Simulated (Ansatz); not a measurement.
Results of LDA (Ansatz, a quantum-chemistry and plane-wave program, PAW) for VCo3 (Pm-3m, No. 221, 4 atoms in the cell; start mp-1017529).

Numerical settings: plane-wave cutoff 520 eV, 16×16×16 k mesh, Fermi–Dirac smearing 0.05 eV, no spin polarisation, scalar-relativistic PAW data made under PBE.

Cell (relaxed at this level):

```cif
data_Co3V
_chemical_formula_sum 'V1 Co3'
_space_group_name_H-M_alt 'P 1'
_space_group_IT_number 1
_cell_length_a 3.43232
_cell_length_b 3.43232
_cell_length_c 3.43232
_cell_angle_alpha 90.000
_cell_angle_beta 90.000
_cell_angle_gamma 90.000
loop_
_space_group_symop_operation_xyz
  'x, y, z'
loop_
_atom_site_label
_atom_site_type_symbol
_atom_site_fract_x
_atom_site_fract_y
_atom_site_fract_z
_atom_site_occupancy
V1 V 0.00000 0.00000 0.00000 1
Co1 Co 0.50000 0.50000 0.00000 1
Co2 Co 0.00000 0.50000 0.50000 1
Co3 Co 0.50000 0.00000 0.50000 1
```

Problem. Predict the bulk modulus.

Solution. 
- bulk modulus: 302 GPa

Note: the run has no spin polarisation, so it can have missed a magnetic state; the bulk modulus is −V dP/dV from two relaxed cells at ±2 % in volume; the relaxation could not lower the start's symmetry, so the cell can be a saddle point above a distorted one.

The computed numbers hold no vibrational or temperature effects.

A start named mp-… is a Materials Project structure, which need not be a measured phase.
